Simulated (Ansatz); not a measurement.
```yaml
crystal:
  lattice:
    - [0.00000, 4.47271, 4.47271]
    - [4.47101, 0.00307, 4.46963]
    - [4.47101, 4.46963, 0.00307]
  atoms:
    - { symbol: Ta, position: [0.00000, 0.98535, 0.01465] }
    - { symbol: Ta, position: [0.00748, 0.99252, 0.49252] }
    - { symbol: Ta, position: [0.99252, 0.50748, 0.00748] }
    - { symbol: Ta, position: [0.00000, 0.51465, 0.48535] }
    - { symbol: Ta, position: [0.50000, 0.98535, 0.01465] }
    - { symbol: Ta, position: [0.50748, 0.99252, 0.49252] }
    - { symbol: Ta, position: [0.49252, 0.50748, 0.00748] }
    - { symbol: Ta, position: [0.50000, 0.51465, 0.48535] }
    - { symbol: C, position: [0.25000, 0.25000, 0.25000] }
    - { symbol: N, position: [0.25000, 0.25000, 0.75000] }
    - { symbol: C, position: [0.25000, 0.75000, 0.25000] }
    - { symbol: C, position: [0.25000, 0.75000, 0.75000] }
    - { symbol: C, position: [0.75000, 0.25000, 0.25000] }
    - { symbol: N, position: [0.75000, 0.25000, 0.75000] }
    - { symbol: C, position: [0.75000, 0.75000, 0.25000] }
    - { symbol: C, position: [0.75000, 0.75000, 0.75000] }
```

The mixing enthalpy is taken against the end members in the rock salt type (which need not be the stable form of TaN), relaxed in the same cell and mesh, with TaN held in the symmetric form, which may not be a minimum.

All values below come from PBE (plane waves to 420 eV, PAW; Ansatz, a quantum-chemistry and plane-wave program). Scalar-relativistic, without spin–orbit coupling; the runs are not spin-polarised. Its k-point mesh 5×5×5, Fermi–Dirac width 0.05 eV.

### Question
Give the composition and order of this alloy cell, and its volume, bond lengths and mixing enthalpy.

### Answer
A 16-atom cell of Ta(N,C) started in the rock salt structure, site fractions N 0.250, C 0.750, short-range order -0.11 in the first shell of the mixed sites (0 is random, a negative value favours unlike neighbours), space group Cmmm at the end, an ordered arrangement that its symmetry holds.
The volume per atom comes out as 11.17 Å³ and the C–Ta bonds comes out as 2.214 Å on average, from 2.169 to 2.237 (36). The N–Ta bonds is 2.302 Å on average, from 2.301 to 2.302 (12) and the mixing enthalpy per site of the mixed sublattice is -49 meV. The departure of the mean lattice parameter from Vegard's line is +0.2 %.
